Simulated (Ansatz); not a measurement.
Where the default PAW files enter, the runs use the earlier of Ansatz's two default sets.

Input:

```
GaN
1.0
    3.18693     0.00000     0.00000
    0.00000     3.18693     0.00000
    1.59347     1.59347     2.25350
Ga N
1 1
Cartesian
  0.00000   0.00000   0.00000
  1.59347   3.18693   1.12675
```

Space group of this cell: F-43m, zinc blende. The cell is taken as given; by r2SCAN its mean pressure is -1.1 GPa.

All values below come from r2SCAN (plane waves, PAW; Ansatz, a first-principles code).

The current runs along the normal of the first two printed vectors; no spin-orbit coupling. Scaled by the factor s: all lengths (ions clamped). Meshes 14×14×14 and 10×10 across the current in all rows.

| s | mean pressure (GPa) | slowest mid-gap decay constant κ (1/Å) |
|---|---|---|
| 0.98 | 12.1 | ? |
| 1.00 | -1.1 | 0.154 |
| 1.02 | -11.1 | 0.128 |

Question: Take the slope of the slowest mid-gap decay constant κ against ln s from the two given rows, extrapolate to s = 0.98, and say what the run there gives.

Answer: Slope = (0.128 − 0.154) / ln 1.02 = -1.31 1/Å. The line gives 0.154 + (-1.31) × ln 0.98 = 0.181 1/Å. The run gives 0.181 1/Å, as the line does.
